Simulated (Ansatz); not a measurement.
The reference is Fe in the bcc (W type) structure (space group Im-3m, No. 229; a = 2.8318 Å; ferromagnetic).

Computed with PBE (Ansatz, a program for electronic structure, PAW, spin-orbit coupling left out).

Before the change:

| Property | Value |
|---|---|
| Pressure | 0.0 GPa |
| Magnetic state | ferromagnetic |

It is then changed as follows: every lattice vector is stretched by 0.92 %, atoms relaxed at fixed cell.

Estimate the effect on the pressure.

The pressure goes from zero to -5.2 GPa.

What does the calculation give for the magnetic state after the change?

The magnetic state stays ferromagnetic.

Other magnetic orders, which the real material may have, were not ruled out. The cells carry an imposed strain or load. Stability against distortions was not tested.
